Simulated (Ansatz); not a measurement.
The parent structure is TlCl in the NiAs type structure (space group P6_3/mmc, No. 194; a = 4.3469 Å, c = 7.7256 Å; a hypothetical phase, not in the database extracts checked). Axes: x lies along a and z along c of the hexagonal cell.

The values are results of PBEsol (Ansatz, a first-principles code), scalar-relativistic without spin-orbit coupling, not measurements.

Before the change:

| Property | Value |
|---|---|
| Shortest interatomic distance | 3.167 Å |

The change: uniaxial strain ε_yy = −0.88 %, all other strain components held at zero, atoms relaxed at fixed cell.

Estimate the effect on the largest internal atomic displacement.

The largest internal atomic displacement amounts to 0.011 Å.

What happens to the shortest interatomic distance?

The shortest interatomic distance shrinks by 0.009 Å to 3.158 Å.

Whether these cells are dynamically stable was not tested.
